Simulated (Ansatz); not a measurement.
The starting structures come from a database of crystals and need not be the phases stable at ambient conditions.

# Evanescent states of SrTaNO2 (I4/mcm, not sure to be the ambient phase, 10 atoms a cell, 13.3 Å³ an atom, -7 GPa at this level) along the normal of (100)

Method: PBEsol (plane waves, PAW; Ansatz, a program for electronic structure).

No gap correction and no spin-orbit coupling; mid-gap values are interpolated between computed energies.

Energies count from the valence-band top; κ is the least over a 6×4 mesh across the current.

| E (eV) | κ (1/Å) | where |
|---|---|---|
| 0.03 | 0.107 | Γ |
| 0.09 | 0.173 | Γ |
| 0.15 | 0.172 | Γ |
| 0.21 | 0.170 | Γ |
| 0.27 | 0.164 | Γ |
| 0.33 | 0.157 | Γ |
| 0.39 | 0.148 | Γ |
| 0.45 | 0.137 | Γ |
| 0.51 | 0.124 | Γ |
| 0.57 | 0.107 | Γ |
| 0.63 | 0.086 | Γ |
| 0.69 | 0.054 | Γ |

Q: How thick must the barrier be to attenuate the transmission by 10^8 when the electrodes' Fermi level lies at 0.63 eV, and what attenuation does that film give at 0.51 eV?

A: d = 8 ln 10 / (2 × 0.086) = 107.1 Å. At 0.51 eV it gives 8 × 0.124/0.086 = 11.5 decades.
